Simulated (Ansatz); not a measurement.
## SiC, pressure series

Take SiC in the wurtzite structure (space group P6_3mc, No. 186) as the base.

```xyz
4
Lattice="3.0919 0.0000 0.0000 -1.5460 2.6777 0.0000 0.0000 0.0000 5.0742" Properties=species:S:1:pos:R:3 pbc="T T T"
Si     1.5460     0.8926     0.0026
Si     0.0000     1.7851     2.5397
C      1.5460     0.8926     3.1698
C      0.0000     1.7851     0.6327
```

Cell and atoms are relaxed at each pressure.

The values are results of Ansatz (a quantum-chemistry and plane-wave program) PBE, no SOC, earlier PAW set, not measurements.

| case | shortest interatomic distance | band gap |
|---|---|---|
| base | 3.577 bohr | 2.31 eV |
| pressure −2 GPa | 3.589 bohr | 2.32 eV |
| pressure −1 GPa | 3.583 bohr | 2.32 eV |
| pressure 0.3 GPa | 3.576 bohr | 2.31 eV |
| pressure 0.7 GPa | 3.573 bohr | 2.30 eV |
| pressure 1.5 GPa | 3.569 bohr | 2.30 eV |
| pressure 3 GPa | … | … |
| pressure 5 GPa | 3.551 bohr | 2.27 eV |
| pressure 7.5 GPa | 3.539 bohr | 2.25 eV |
| pressure 10 GPa | 3.527 bohr | 2.23 eV |

Some entries are withheld; estimate them.


- pressure 3 GPa, shortest interatomic distance: 3.561 bohr
- pressure 3 GPa, band gap: 2.28 eV

Load acts through the strain it causes; cell and atoms are relaxed under it. Whether these cells are dynamically stable was not tested. Competing high-pressure phases were not computed.
